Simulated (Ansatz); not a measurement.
The starting structures come from a database of crystals and need not be the phases stable at ambient conditions.

Inside the gap of an insulator the Bloch states are evanescent, with a wavenumber k + iκ along the transport direction.

Here is the system:

```
OsSbTe
1.0
    6.73301     0.00000     0.00000
   -2.66379     8.96334     0.00000
    0.00000     4.80501     4.46999
Sb Te Os
4 4 4
Direct
  0.88518   0.14002   0.99934
  0.11482   0.85998   0.00066
  0.61482   0.85998   0.77938
  0.38518   0.14002   0.22062
  0.68246   0.34678   0.51858
  0.31754   0.65322   0.48142
  0.81754   0.65322   0.71214
  0.18246   0.34678   0.28786
  0.79507   0.27593   0.22329
  0.20493   0.72407   0.77671
  0.70493   0.72407   0.27515
  0.29507   0.27593   0.72485
```

Space group of this cell: P2_1/c. The cell is taken as given; by PBEsol its mean pressure is -2.5 GPa.

Transport runs along the normal of the first two printed cell vectors.

The gap is the functional's own, uncorrected, and κ follows it; spin-orbit coupling is left out. Mid-gap values are interpolated between the computed energies.

### Question
State the band gap and the smallest decay constant κ at mid-gap according to PBEsol run with Ansatz (a first-principles code).

### Answer
Gap 0.84 eV on a 6×8×8 mesh; κ = 0.161 1/Å, at (0.500, 0.250) of the in-plane reciprocal vectors. At the zone centre, at the nearest computed energy, the slowest state has κ = 0.20 1/Å.
